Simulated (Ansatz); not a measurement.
End structure of a constructed model of the (110) surface of bcc V, a pseudomorphic layer of Ga in the host's stacking (bottom of the slab: a bare face, its two planes held):

```
CELL_PARAMETERS angstrom
      2.59563     0.00000     0.00000
     -0.86521     2.44719     0.00000
      0.00000     0.00000    29.50000
ATOMIC_POSITIONS crystal
  V  0.50000 0.50000 0.27891
  V  0.00000 0.00000 0.35075
  V  0.50000 0.50000 0.42208
  V  0.00000 0.00000 0.49408
  V  0.50000 0.50000 0.56598
  V  0.00000 0.00000 0.63657
  Ga 0.50000 0.50000 0.71387
```

Slab: 7 atoms, 13.0 Å thick at the start; k 15x15x1, smearing 0.1 eV, dipole-corrected; single point; on the structure that PBE left under its start's symmetry; no spin, no spin-orbit, no U. It is one candidate, not shown to be the stable structure of the face.

Q: What work function of the top face does r2SCAN, at the PBE geometry in Ansatz (an electronic-structure program) give?

A: 4.34 eV
